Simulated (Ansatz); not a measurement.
L1₂ (Cu3Au-type) Pt3Ti

Method: B3LYP (VWN-RPA form) (PAW; Ansatz, a program for electronic structure).

Settings: plane-wave cutoff 460 eV, 8×8×8 k mesh, Fermi–Dirac smearing 0.05 eV, no spin polarisation, scalar-relativistic PAW data made under PBE.

Cell: relaxed at this level.

```yaml
volume_per_atom: 15.65 Å³/atom
bulk_modulus: 228 GPa
lattice_constant_a: 3.970 Å
pressure derivative B′ of the bulk modulus: 5.1
```

Measured, for comparison: equilibrium volume per atom 15.01 Å³/atom, lattice constant a 3.916 Å (temperature not stated, not corrected to a static lattice; as tabulated in Molecular Dynamics Simulations of PtTi High-Temperature Shape Memory Alloys …). Computed (rounded) less measured: equilibrium volume per atom +4.3 %, lattice constant a +1.4 %.

Note: the run has no spin polarisation, so it can have missed a magnetic state.

Spin–orbit coupling is not included.

Computed values are for the static lattice.

It cost about 50 core-minutes (a rough figure) of CPU time.
